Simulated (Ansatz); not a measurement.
Levels about the gap of amorphous Si24C16N32 (72 atoms in a cell of 841 Å³, 2.59 g/cm³; zone centre alone, so wide bands show as single levels with stretches between that a denser mesh fills), at the geometry that PBE relaxed, where it gives 0.0 GPa on a denser mesh. The participation number counts the atoms over which a state spreads; weights are charges in smoothed Voronoi cells. The levels come from a single point, so bond lengths are those of that geometry. Method of the levels: PBE, scalar-relativistic without spin-orbit coupling (Ansatz, an electronic-structure program). Sampling: the zone centre alone; Fermi-Dirac width 0.02 eV; no spin polarisation.

A CHGNet melt-quench gave the starting glass, which DFT then relaxed. N atoms were pushed apart under 1.9 Å during the dynamics, to hinder bonds among them. The hot cell started wider than the set density and was brought back towards it in steps. It is the lowest in DFT energy of 2 quenches. It is a model cell: composition and starting density were chosen by hand, and all elements were melted together. No dispersion term was used. Its density started from a set value of 2.40 and ended at 2.59 g/cm³. The simulated quench (nominally 470 K/ps over its main leg) is rapid and tends to freeze in more defects than a deposited or slowly cooled glass has. Values belong to this one cell and scatter from quench to quench. Volume and shape were free in the relaxation. On a 2×2×2 Γ-centred mesh force components of up to 0.23 eV/Å stay, since the relaxation ran on the zone centre alone.

| E - E(highest filled), eV | filling | participation number | largest on | weight N | weight Si | weight C |
|---|---|---|---|---|---|---|
| -1.10 | filled | 28.5 | N, 2 neighbours | 0.60 | 0.19 | 0.21 |
| -0.85 | filled | 28.0 | N, 2 neighbours | 0.57 | 0.19 | 0.25 |
| -0.64 | filled | 22.0 | C, 3 neighbours | 0.52 | 0.15 | 0.33 |
| -0.57 | filled | 19.8 | N, 3 neighbours | 0.53 | 0.18 | 0.30 |
| -0.39 | filled | 27.0 | C, 3 neighbours | 0.45 | 0.16 | 0.39 |
| -0.15 | filled | 21.9 | N, 2 neighbours | 0.52 | 0.17 | 0.31 |
| 0.00 | filled | 14.9 | N, 2 neighbours | 0.46 | 0.19 | 0.36 |
| 0.89 | empty | 20.6 | C, 3 neighbours | 0.39 | 0.20 | 0.41 |
| 0.95 | empty | 17.2 | C, 3 neighbours | 0.40 | 0.25 | 0.34 |
| 1.24 | empty | 17.0 | C, 3 neighbours | 0.36 | 0.30 | 0.34 |
| 1.41 | empty | 23.2 | C, 3 neighbours | 0.36 | 0.31 | 0.33 |
| 1.53 | empty | 24.2 | Si, 4 neighbours | 0.36 | 0.29 | 0.35 |
| 1.60 | empty | 29.0 | Si, 4 neighbours | 0.31 | 0.48 | 0.21 |
| 1.90 | empty | 11.5 | C, 2 neighbours | 0.37 | 0.30 | 0.33 |

Most localised among these is the empty level at +1.90 eV, on a C atom, which has 2 neighbours (N 1.22 Å, Si 1.91 Å).
